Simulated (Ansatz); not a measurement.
The reference is ZrC in the rock salt structure (space group Fm-3m, No. 225; a = 4.669 Å; relaxed with 0.1 eV smearing). Axes: x, y, z lie along the cube axes.

Structures relaxed with PBEsol in Ansatz (plane waves to 420 eV, PAW, no spin-orbit coupling).

Base:

Simulated powder pattern, Cu Kα1, λ = 1.54056 Å (kinematic, ideal powder, no thermal factors, no anomalous dispersion; the 10 strongest lines at most, above 2 %, up to 2θ = 90°):

```json
[
 {"2θ (°)": "33.21", "I/Imax (%)": "100", "hkl": "(111)"},
 {"2θ (°)": "38.53", "I/Imax (%)": "79", "hkl": "(200)"},
 {"2θ (°)": "55.63", "I/Imax (%)": "51", "hkl": "(220)"},
 {"2θ (°)": "66.34", "I/Imax (%)": "42", "hkl": "(311)"},
 {"2θ (°)": "69.71", "I/Imax (%)": "17", "hkl": "(222)"},
 {"2θ (°)": "82.58", "I/Imax (%)": "8.1", "hkl": "(400)"}
]
```

Now apply this change: biaxial strain +2.50 %, plane normal [111], relaxed out of plane (Cartesian); in-plane vectors clamped, the third vector and the atoms free.

Question: How do the reflections move or split?

Answer: 
Simulated powder pattern, Cu Kα1, λ = 1.54056 Å (kinematic, ideal powder, no thermal factors, no anomalous dispersion; the 10 strongest lines at most, above 2 %, up to 2θ = 90°):

| 2θ (°) | d (Å) | I/Imax (%) | hkl |
|---|---|---|---|
| 32.53 | 2.750 | 97 | (1 1 -1) |
| 33.72 | 2.656 | 29 | (111) |
| 38.09 | 2.361 | 100 | (200) |
| 54.16 | 1.692 | 34 | (2 0 -2) |
| 55.76 | 1.647 | 31 | (220) |
| 64.62 | 1.441 | 14 | (1 1 -3) |
| 65.34 | 1.427 | 27 | (3 1 -1) |
| 66.77 | 1.400 | 13 | (311) |
| 68.13 | 1.375 | 17 | (2 2 -2) |
| 89.19 | 1.097 | 12 | (3 1 -3) |

The indices refer to the base's conventional cell; one index is shown for lines that coincide. The space group is now R-3m (No. 166).

Whether these cells are dynamically stable was not tested. All final runs are without spin polarisation.

Ansatz is a program for electronic structure.
